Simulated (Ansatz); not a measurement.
Results of LDA (Ansatz, an electronic-structure program, PAW) for quartz-high SiO₂ (high-temperature phase).

Numerical settings: plane-wave cutoff 520 eV, 12×12×6 k mesh (along the axes of the cell as run), Fermi–Dirac smearing 0.01 eV, scalar-relativistic PAW data made under PBE.

Cell (relaxed at this level):

```yaml
crystal:
  lattice:
    - [5.03878, 0.00000, 0.00000]
    - [-2.51939, 4.36371, 0.00000]
    - [0.00000, 0.00000, 5.52510]
  atoms:
    - { symbol: Si, position: [0.00000, 0.50000, 0.33333] }
    - { symbol: Si, position: [0.50000, 0.00000, 0.00000] }
    - { symbol: Si, position: [0.50000, 0.50000, 0.66667] }
    - { symbol: O, position: [0.58439, 0.79220, 0.83333] }
    - { symbol: O, position: [0.79220, 0.58439, 0.50000] }
    - { symbol: O, position: [0.20780, 0.79220, 0.16667] }
    - { symbol: O, position: [0.41561, 0.20780, 0.83333] }
    - { symbol: O, position: [0.20780, 0.41561, 0.50000] }
    - { symbol: O, position: [0.79220, 0.20780, 0.16667] }
```

Q: Give the computed band gap and smallest direct gap on the k points sampled.

A: 
* **band gap**: 5.49 eV (indirect)
* **smallest direct gap on the k points sampled**: 5.68 eV

Note: symmetry holds this phase in the static calculation, where it need not be a minimum; held by symmetry at 0 K, a high-temperature phase can be a saddle point.

The computed numbers hold no vibrational or temperature effects.
